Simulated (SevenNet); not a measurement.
## B20 (FeSi-type) FeGe

Level of theory: the machine-learned potential SevenNet-0 (trained on PBE and PBE+U data).

Cell (relaxed at this level):

```cif
data_Fe4Ge4
_chemical_formula_sum 'Fe4 Ge4'
_space_group_name_H-M_alt 'P 1'
_space_group_IT_number 1
_cell_length_a 4.66395
_cell_length_b 4.66395
_cell_length_c 4.66395
_cell_angle_alpha 90.000
_cell_angle_beta 90.000
_cell_angle_gamma 90.000
loop_
_space_group_symop_operation_xyz
  'x, y, z'
loop_
_atom_site_label
_atom_site_type_symbol
_atom_site_fract_x
_atom_site_fract_y
_atom_site_fract_z
_atom_site_occupancy
Fe1 Fe 0.86586 0.63414 0.36586 1
Fe2 Fe 0.36586 0.86586 0.63414 1
Fe3 Fe 0.13414 0.13414 0.13414 1
Fe4 Fe 0.63414 0.36586 0.86586 1
Ge1 Ge 0.16117 0.33883 0.66117 1
Ge2 Ge 0.66117 0.16117 0.33883 1
Ge3 Ge 0.83883 0.83883 0.83883 1
Ge4 Ge 0.33883 0.66117 0.16117 1
```

For B20 (FeSi-type) FeGe, the lattice constant a is 4.664 Å. The volume per atom is 12.68 Å³/atom.

Measured, for comparison: lattice constant a 4.699 Å (295 K, no zero-point or thermal correction, our sources range from 4.689 to 4.699; as tabulated in Wilhelm et al. (2007), arXiv:cond-mat/0703031); equilibrium volume per atom 12.97 Å³/atom (295 K, no zero-point or thermal correction; as tabulated in Wilhelm et al. (2007), arXiv:cond-mat/0703031). Computed (rounded) less measured: lattice constant a -0.7 % (-0.5 % to -0.7 % over the range), equilibrium volume per atom -2.2 %. A static lattice is as a rule a little smaller and stiffer than an uncorrected measurement, which narrows the difference in the lattice constant a and would widen misses of the other sign.

A machine-learned potential is trained on density-functional data: it inherits that level's misses and adds fitting errors of its own.
